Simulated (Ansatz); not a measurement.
## Rb: pressure 9 GPa

Start from Rb in the bcc (W type) structure (space group Im-3m, No. 229; a = 5.6707 Å).

Perturbation: a hydrostatic pressure of 9 GPa.

Method: PBE (Ansatz, an electronic-structure program, PAW, spin-orbit coupling left out). Settings: 12×12×12 k-points, 0.05 eV Fermi–Dirac smearing.

- Volume per atom = 40.88 Å³ (base 91.18 Å³)
- Enthalpy H = E + PV relative to the base's energy = +3.08 eV/atom
- Band gap = zero (base zero)

Final structure:

```
Rb
1.0
   -2.17006     2.17006     2.17006
    2.17006    -2.17006     2.17006
    2.17006     2.17006    -2.17006
Rb
1
Direct
  0.00000   0.00000   0.00000
```

Cost of the whole job for the changed cell (relaxation, final SCF and bands): very roughly 8 core-seconds.

Load acts through the strain it causes; cell and atoms are relaxed under it. Whether these cells are dynamically stable was not tested. The final runs are not spin-polarised. Measured, Rb leaves this structure (for fcc) near 7 GPa (temperature not stated; as listed in Olga Degtyareva, NATO science for peace and security series. B, Physics and biophysics (2010)).
